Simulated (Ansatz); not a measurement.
The parent structure is MgSe in the rock salt structure (space group Fm-3m, No. 225).

```yaml
crystal:
  lattice:
    - [0.00000, 2.73611, 2.73611]
    - [2.73611, 0.00000, 2.73611]
    - [2.73611, 2.73611, 0.00000]
  atoms:
    - { symbol: Se, position: [0.00000, 0.00000, 0.00000] }
    - { symbol: Mg, position: [0.50000, 0.50000, 0.50000] }
```

Cartesian axes are those of the cell as printed.

Method: plane-wave PAW DFT at the r2SCAN level (Ansatz, a quantum-chemistry and plane-wave program, 500 eV), without spin-orbit coupling.

For the base:

| Quantity | Result |
|---|---|
| Band gap | 2.48 eV |
| Valence-band top at Γ | 0.00, 0.00, 0.00 eV |

The change: a free-standing slab of 6 layers (12 atoms, 2 a layer) is cut normal to the z axis, with 15 Å of vacuum and the in-plane cell held at bulk.

Q: Predict the new band gap.

A: The band gap increases by 0.07 eV to 2.55 eV.

Q: What happens to the gap character?

A: The gap character amounts to indirect, Γ → M.

Q: How does this affect the change of the spacing d23 from its bulk value of 2.736 Å?

A: The change of the spacing d23 from its bulk value of 2.736 Å amounts to +1.2 %.

Q: How does this affect the valence-band top at Γ?

A: The valence-band top at Γ (three highest levels, from the VBM) goes from 0.00, 0.00, 0.00 eV to 0.00, 0.00, -0.27 eV.

Stability against distortions was not tested. k-point labels follow each cell's own Brillouin zone.
